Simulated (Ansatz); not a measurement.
## CdS: energy against volume

CdS (zinc blende, F-43m, 26.022 Å³/atom and stress up to 0.01 GPa in the relaxed cell, cube axes along x, y and z) under an equal strain ε along all three axes. PBE in Ansatz, a plane-wave DFT program (PAW, default set), 420 eV, 10×10×10 Γ-centred mesh, Fermi-Dirac smearing 0.05 eV; ions are relaxed, or left where forces stay under 0.02 eV/Å, within the symmetry of each cell. Against the start cell, which lies near the measured one, the relaxed cell differs by 5.6 % in volume; the values below rest on it.

Here V stands for volume and E for E less E0.

| volume (Å³/atom) | E less E0 (meV/atom) | pressure (GPa) |
|---|---|---|
| 24.4917 | 16.79 | 3.72 |
| 24.8685 | 9.27 | 2.69 |
| 25.2491 | 4.05 | 1.73 |
| 25.6336 | 0.99 | 0.83 |
| 26.0220 | 0.00 | 0.00 |
| 26.4143 | 0.96 | -0.77 |
| 26.8105 | 3.76 | -1.49 |
| 27.2106 | 8.32 | -2.15 |
| 27.6147 | 14.54 | -2.77 |
| 28.4349 | ? | ? |

**Question.** Fit E against V with the third-order Birch-Murnaghan form, a cubic in V^(-2/3), and predict the withheld value at V = 28.4349.

**Answer.** With u = V^(-2/3) - 0.1139, the rows have u = 0.0046734, 0.0034727, 0.0022902, 0.0011254, -0.0000221, -0.0011524, -0.0022659, -0.0033629, -0.0044439. Least squares gives E = -0.001 + 34.1·u + 752466·u² + 1921075·u³. Residuals (row less fit): 0.001, -0.002, 0.003, -0.003, 0.001, 0.004, -0.003, -0.001, 0.001; standard error 0.003 (degrees of freedom: 5). Its minimum lies at u = -0.0000227, so V0 = (0.1138773)^(-3/2) = 26.02. There d²E/du² = 1505000 and d³E/du³ = 1.153e7, so B0 = (4/9) × 26.02^(-7/3) × 1505000 × 0.160218 = 53.4 GPa (the last factor turns the table's units into GPa), and B0' = 4 + (2/3) × 0.1138773 × (1.153e7)/1505000 = 4.6. B0' rests on the cubic coefficient alone and has a standard error of 0.1 from these residuals. At the withheld row, u = -0.0065590, so E = -0.001 + 34.1 × (-0.0065590) + 752466 × (-0.0065590)² + 1921075 × (-0.0065590)³ = 31.605 meV/atom. The calculation gives 31.60 meV/atom, which the fit meets to the printed digits. The row lies outside the fitted rows, so this is an extrapolation. The scatter of the fitted rows lies at the last printed digit.

Other structures, which can take over under pressure, weren't tried. The same form fitted to the pressure column gives B0' = 4.6; series where the two differ by over 0.4 aren't shown. CdS is here a metastable form; wurtzite is the usual one. Rows are the converged runs of the series near zero and its far end, less any whose ions stayed unrelaxed beside relaxed ones; series whose fitted rows scatter by over a few per cent of the range, as at a crossing or softening among them, aren't shown in this form.
